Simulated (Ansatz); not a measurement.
System: GaN (model structure, started from the BeO type, P4₂/mnm, No. 136, 8 atoms in the cell). Method: r²SCAN (Ansatz, a quantum-chemistry and plane-wave program, PAW).

Run with plane-wave cutoff 560 eV, 6×6×10 k mesh (along the axes of the cell as run), Fermi–Dirac smearing 0.01 eV, scalar-relativistic PAW data made under PBE.

Cell (relaxed with PBEsol):

```yaml
crystal:
  lattice:
    - [5.47006, 0.00000, 0.00000]
    - [0.00000, 5.47006, 0.00000]
    - [0.00000, 0.00000, 3.18300]
  atoms:
    - { symbol: Ga, position: [0.32062, 0.67938, 0.00000] }
    - { symbol: Ga, position: [0.67938, 0.32062, 0.00000] }
    - { symbol: Ga, position: [0.82062, 0.82062, 0.50000] }
    - { symbol: Ga, position: [0.17938, 0.17938, 0.50000] }
    - { symbol: N, position: [0.31750, 0.31750, 0.00000] }
    - { symbol: N, position: [0.68250, 0.68250, 0.00000] }
    - { symbol: N, position: [0.18250, 0.81750, 0.50000] }
    - { symbol: N, position: [0.81750, 0.18250, 0.50000] }
```

Problem. Estimate the band gap and smallest direct gap on the k points sampled that the calculation returns.

Solution. 
* **band gap**: 2.33 eV
* **smallest direct gap on the k points sampled**: 2.34 eV

Note: the relaxation could raise the start's symmetry but not lower it, so the cell can be a saddle point; cell and atoms aren't relaxed at this level.

Spin–orbit coupling is not included.

Computed values are for the static lattice.

Computing time: about 40 core-seconds (a rough figure).

A model structure was made by putting elements into a prototype or built by hand; it is no filed structure, need not be a known phase, and can be a saddle point held by its symmetry.
